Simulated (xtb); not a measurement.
xtb 6.7.1, GFN2-xTB: [CH3][Al]([CH3])[CH2]C[Si](C)(C)O, 26 atoms. The geometry is a generated start, not checked to be a minimum at this level.

- method = GFN2-xTB
- --acc = 1 (default)
- --etemp (K) = 300 (default)
- detailed input (--input) = none: ANC optimiser, Lindh (1995) Hessian, microcycle=20, maxdispl=1.0, hlow=0.01 (default)
- basis functions = 65
- valence electrons = 54

```xyz
26

Si    -2.2236     0.2153     0.0396
C     -2.5781    -0.9887    -1.4023
C     -3.3782    -0.1106     1.5108
O     -2.5882     1.7547    -0.3908
C     -0.3769     0.0681     0.5074
C      0.5659     0.5665    -0.6130
Al     2.4664     0.1446    -0.1150
C      3.8560    -0.0406    -1.5344
C      2.9810    -0.1353     1.7930
H     -1.9094    -1.8443    -1.3899
H     -3.5934    -1.3717    -1.3533
H     -2.4665    -0.5011    -2.3669
H     -4.3319     0.3803     1.3501
H     -2.9664     0.2671     2.4402
H     -3.5663    -1.1713     1.6394
H     -2.0466     2.2307    -1.0156
H     -0.1717     0.6371     1.4170
H     -0.1275    -0.9700     0.7427
H      0.2990     0.0719    -1.5580
H      0.3721     1.6338    -0.7886
H      3.8725    -1.0382    -1.9860
H      3.7308     0.6649    -2.3621
H      4.8576     0.1254    -1.1230
H      3.6682     0.6425     2.1429
H      2.1403    -0.1478     2.4928
H      3.5150    -1.0834     1.9229
```

The structure is relaxed from this start with --opt LEVEL for the levels crude, sloppy, loose, lax, normal, tight, vtight, extreme, once each. Up to the end of the extreme run atoms move by at most 1.0 Å along an axis.

Choose the cheapest level whose final energy lies within 20 meV of that of extreme.

normal: 54 cycles against 94, ending 0.92 meV above.

| level | cycles | energy above the extreme run (meV) | gradient norm (eV/Å) |
|---|---|---|---|
| crude | 1 | 35 | 0.071 |
| sloppy | 1 | 35 | 0.071 |
| loose | 1 | 35 | 0.071 |
| lax | 1 | 35 | 0.071 |
| normal | 54 | 0.92 | 0.031 |
| tight | 68 | 0.17 | 0.0061 |
| vtight | 88 | 0.014 | 0.0015 |
| extreme | 94 | — | 0.0014 |
